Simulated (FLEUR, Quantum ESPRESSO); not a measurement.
**Code comparison for CeCuGeH (P-3m1, 8 atoms in the cell)**

Self-consistent single point.

```
CELL_PARAMETERS angstrom
      4.15622     0.00000     0.00000
     -2.07811     3.59939     0.00000
      0.00000     0.00000     8.26664
ATOMIC_POSITIONS crystal
  Ce 0.00000 0.00000 0.50000
  Ce 0.00000 0.00000 0.00000
  Cu 0.33333 0.66667 0.24420
  Cu 0.66667 0.33333 0.75580
  Ge 0.33333 0.66667 0.71781
  Ge 0.66667 0.33333 0.28219
  H  0.33333 0.66667 0.04205
  H  0.66667 0.33333 0.95795
```

All programs got the same cell, k-point mesh and kind of occupations (in Quantum ESPRESSO's words: occupations = smearing; smearing = fd; degauss = 0.000734986 Ry; K_POINTS = automatic 7 7 3 0 0 0); potentials, basis and cutoffs are each program's usual ones.

```json
[
 {"code": "Quantum ESPRESSO", "model": "LDA (PZ), SSSP 1.1.2 efficiency (PBE) pseudopotentials", "gap on the mesh (eV)": "0.176", "cutoff": "55 Ry"},
 {"code": "FLEUR", "model": "LDA (Perdew-Zunger), all-electron FLAPW (FLEUR), scalar-relativistic valence", "gap on the mesh (eV)": "0.180", "cutoff": "Kmax 4.7 1/bohr"}
]
```

Gaps are read on the mesh.

The spread over the programs that give each value: gap on the mesh within 0.004 eV.

The starting cell comes from a database of computed structures (which also holds hypothetical and non-ambient phases and stackings), without a prior relaxation at this level. On Quantum ESPRESSO's run: Spin-orbit coupling is off. Spin polarisation is off. The f electrons are in the valence without U or exact exchange, which can misplace them near the Fermi level. Spin-orbit terms, which matter for f shells, are left out. With a pressure of about -6 GPa the cell is away from its equilibrium volume at this level.

Task: Why do the programs differ, and what cannot be compared?

Result: Differences of this kind can come from the potentials, where these differ, and from what each basis and cutoff leave unconverged. The valence holds different numbers of electrons (Quantum ESPRESSO 92, FLEUR 76). The zero of total energies and Fermi levels follows the potentials and each program's conventions, so they are not compared here. FLEUR treats all electrons, but the usual bases taken here (sphere radii, linearisation, local orbitals, empty states) were not tested for convergence, so the values are no reference for the others.

Left out of this page: Ansatz (with a known weakness of the program); GPAW (failed or unconverged).
